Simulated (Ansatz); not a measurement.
BN in the h-BN type structure (space group P6_3/mmc, No. 194; layered, stacked along the Cartesian z axis)

```
CELL_PARAMETERS angstrom
      2.50059     0.00000     0.00000
     -1.25029     2.16557     0.00000
      0.00000     0.00000     6.52584
ATOMIC_POSITIONS crystal
  B  0.33333 0.66667 0.25000
  B  0.66667 0.33333 0.75000
  N  0.33333 0.66667 0.75000
  N  0.66667 0.33333 0.25000
```

Method: r2SCAN+rVV10 in Ansatz (plane waves to 500 eV, PAW, no SOC). Γ-centred 15×15×5 mesh, Fermi–Dirac width 0.05 eV.

```yaml
volume_per_atom: 8.83 Å³
density: 2.33 g/cm³
band_gap: 4.74 eV, indirect, k = (0.267, 1/3, 0) in the run's primitive reciprocal basis → M
total_energy: -271.885 eV/atom (σ→0; compares only within this code and set-up)
```

Stability against distortions was not tested.

Ansatz is a first-principles code.
